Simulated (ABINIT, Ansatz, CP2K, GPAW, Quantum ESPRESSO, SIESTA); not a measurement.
## Code comparison for ScGa₅Fe (P4/mmm, 7 atoms in the cell)

Self-consistent single point, at a second geometry (lattice scaled by 0.98). First geometry:

```
ScGa5Fe
1.0
    4.11746     0.00000     0.00000
    0.00000     4.11746     0.00000
    0.00000     0.00000     6.60474
Sc Ga Fe
1 5 1
Direct
  0.00000   0.00000   0.00000
  0.00000   0.50000   0.30604
  0.00000   0.50000   0.69396
  0.50000   0.00000   0.30604
  0.50000   0.00000   0.69396
  0.50000   0.50000   0.00000
  0.00000   0.00000   0.50000
```

Shared settings, as Ansatz (a first-principles code) writes them: kpoints.mp_grid.grid = 5 5 3; scf.occupations.method = gaussian; scf.occupations.width = 0.2 eV. Potentials and cutoffs stand in the table.

```csv
code,model,ΔF from the first geometry (meV/atom),pressure (GPa),largest force (eV/Å),cutoff
SIESTA,"GGA PBEsol, numerical atomic orbitals DZP, PseudoDojo PBEsol standard norm-conserving potentials (rewritten from UPF to PSML)",17.5,6.90,0.435,grid 400 Ry
Quantum ESPRESSO,"PBEsol, PseudoDojo standard norm-conserving (PBESOL) pseudopotentials",8.3,5.05,0.323,90 Ry
GPAW,"PBEsol, GPAW PAW datasets PBEsol (made by gpaw-setup)",13.9,6.19,0.424,850 eV
ABINIT,"PBEsol, norm-conserving pseudopotentials (PseudoDojo nc-sr-04 PBEsol standard)",8.3,5.05,0.323,45 Ha
CP2K,"PBEsol, GPW, DZVP-MOLOPT-SR-GTH basis, GTH-PBE potentials (GTH_POTENTIALS)",11.7,5.73,0.314,grid 600 Ry
Ansatz,"PBEsol, PAW files made with PBE",7.3,4.83,0.316,420 eV
```

On Ansatz's run: spin polarisation is off.

The spread over the programs that give each value: ΔF from the first geometry within 10.2 meV/atom; pressure within 2.07 GPa; largest force within 0.121 eV/Å.

SIESTA and CP2K use small atom-centred bases, whose incompleteness enters pressures, forces and empty levels differently from a plane-wave cutoff. Ansatz's pressure is given at a fixed set of plane waves, as the other plane-wave codes print theirs; with its correction for the finite basis it is 4.88 GPa. In the pressure, SIESTA (by 1.85) and GPAW (by 1.15) lie more than 1 GPa from the median of the plane-wave programs. In the force vectors, SIESTA (by 0.111) and GPAW (by 0.101) lie more than 0.08 eV/Å from the median of the plane-wave programs.

The starting cell comes from a database of computed structures (which also holds hypothetical and non-ambient phases and stackings), without a prior relaxation at this level. Its lattice was rescaled by a random factor within 2.5 % of one. For this run, on top of that: lattice scaled by 0.98.

Left out of this page: Elk (not drawn, or without a comparable value); FLEUR (with a known weakness of the program).

Keys are those of Ansatz 0.2.
